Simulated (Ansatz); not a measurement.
Band structure of BaMg6Zn (Amm2, 8 atoms in the cell).

```
CELL_PARAMETERS angstrom
      5.07320     0.00000     0.00000
      0.00000     3.51003     6.05391
      0.00000    -3.51003     6.05391
ATOMIC_POSITIONS crystal
  Ba 0.50000 0.67307 0.67307
  Mg 0.00000 0.28561 0.84863
  Mg 0.00000 0.84863 0.28561
  Mg 0.00000 0.33301 0.33301
  Mg 0.50000 0.15804 0.68256
  Mg 0.50000 0.68256 0.15804
  Mg 0.50000 0.16175 0.16175
  Zn 0.00000 0.85733 0.85733
```

Method: PBEsol, PAW files made with PBE (plane waves; Ansatz, a first-principles code).

Settings: basis.ecutwfc = 420 eV; kpoints.mp_grid.grid = 4 3 3; hamiltonian.xc = pbesol; hamiltonian.pseudopotentials = {kind: paw} (the program's default PAW files); scf.occupations.method = gaussian; scf.occupations.width = 0.136 eV; kpoints.band_path.npoints = 8.

The starting cell comes from a database of computed structures (which also holds hypothetical and non-ambient phases and stackings), without a prior relaxation at this level.

Levels in eV from the Fermi level, bands 38 to 45:
```tsv
point	38	39	40	41	42	43	44	45
Γ	-1.59	-1.17	-0.96	-0.63	0.15	1.16	1.38	2.32
X	-0.80	-0.50	-0.47	0.11	0.59	0.73	1.23	1.61
S	-0.53	-0.47	-0.05	0.57	0.61	0.78	0.87	1.03
R	-2.46	-1.12	-1.00	-0.98	0.50	0.96	1.17	1.84
A	-2.63	-2.21	-0.16	-0.08	0.07	0.64	0.73	1.96
Z	-1.38	-1.35	-1.08	-1.07	-1.01	-1.00	0.58	0.69
Y	-0.64	-0.23	-0.20	0.21	0.70	1.03	1.10	1.25
X1	-0.80	-0.50	-0.47	0.11	0.59	0.73	1.23	1.61
A1	-2.63	-2.21	-0.16	-0.08	0.07	0.64	0.73	1.96
T	-2.20	-1.60	-1.08	-1.07	0.56	0.91	1.16	2.14
```

Bands cross the Fermi level along this path, so the cell is metallic at this level.

Keys are those of Ansatz 0.2.
